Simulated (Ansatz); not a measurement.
## Effect of pressure 0.7 GPa on hypothetical simple cubic Ru

The reference is Ru in the simple cubic structure (space group Pm-3m, No. 221; a = 2.511 Å; a hypothetical phase, not in the database extracts checked).

The change: cell and atoms relaxed at a pressure of 0.7 GPa.

All numbers come from DFT with PBE, PAW potentials and a 420 eV plane-wave cutoff in Ansatz (an electronic-structure program), spin-orbit coupling left out. Settings: 18×18×18 k-points, 0.05 eV Fermi–Dirac smearing.

| quantity | base | changed | shift |
|---|---|---|---|
| volume per atom | 15.84 Å³ | 15.79 Å³ | -0.05 Å³ |
| lattice parameter a | 2.511 Å | 2.509 Å | -0.0026 Å |
| shortest interatomic distance | 2.511 Å | 2.509 Å | -0.0026 Å |
| enthalpy H = E + PV relative to the base's energy | – | +0.07 eV/atom | – |
| band gap | zero | zero | – |

Load acts through the strain it causes; cell and atoms are relaxed under it. Whether these cells are dynamically stable was not tested. The final runs are not spin-polarised. Ru has a high density of states at the Fermi level and may be magnetic at this level.
